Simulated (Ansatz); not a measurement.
An Ansatz (a quantum-chemistry and plane-wave program) input (plane-wave PAW DFT at the r2SCAN level (Ansatz, 500 eV), without spin-orbit coupling):

Ansatz 0.2 input:
```yaml
crystal:
  lattice:
    - [0, 2.8513810049, 2.8513810049]
    - [2.8513810049, 0, 2.8513810049]
    - [2.8513810049, 2.8513810049, 0]
  atoms:
    - { symbol: Ge, position: [0, 0, 0] }
    - { symbol: Ge, position: [0.25, 0.25, 0.25] }
basis: { ecutwfc: 500, ecutrho_ratio: 4, xc_grid: 4, fft_grid_basis: typed }
kpoints: { mp_grid: { grid: [10, 10, 10] } }
hamiltonian:
  xc: r2scan
  dispersion: none
  pseudopotentials: { kind: paw }
scf: { occupations: { method: fermi_dirac, width: 0.05 }, convergence: { dr2_threshold: 0.0000000002 } }
relax: { f_tol: 0.005, max_steps: 50 }
output: { forces: true, stress: true }
checkpoint: { write: state.ck, write_every: 1000 }
```

Task: Which symmetry and how many k-points will the program report, and about how many plane waves at Γ?

Result: Space group Fd-3m (ITA 227) with 48 operations, k-points 47 of 1000, and 1243 plane waves at Γ.

Task: And the final pressure?

Result: -1.01 GPa (compression positive).

The cells carry an imposed strain or load. No phonon test of stability was made. The cell was made from Ge in the diamond structure (space group Fd-3m, No. 227) by this change: isotropic strain +0.50 %.
